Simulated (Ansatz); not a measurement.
Li, response to strain

Take Li in the bcc (W type) structure (space group Im-3m, No. 229; a = 3.434 Å; relaxed with 0.1 eV smearing) as the base.

Strains are applied to the cell and any free atomic positions relax.

Calculations: PBEsol (Ansatz, a program for electronic structure), scalar-relativistic without spin-orbit coupling.

Candidates:
(a) isotropic strain −2.50 %
(b) isotropic strain +2.00 %
(c) isotropic strain −1.00 %
(d) isotropic strain +0.50 %

Notes on the quantities. energy relative to the base: free energy F.

Task: Order them by energy relative to the base, lowest first.

Result: (d) isotropic strain +0.50 % (+0.2 meV/atom), (c) isotropic strain −1.00 % (+0.8 meV/atom), (b) isotropic strain +2.00 % (+2.9 meV/atom), (a) isotropic strain −2.50 % (+5.2 meV/atom)

Stability against distortions was not tested.
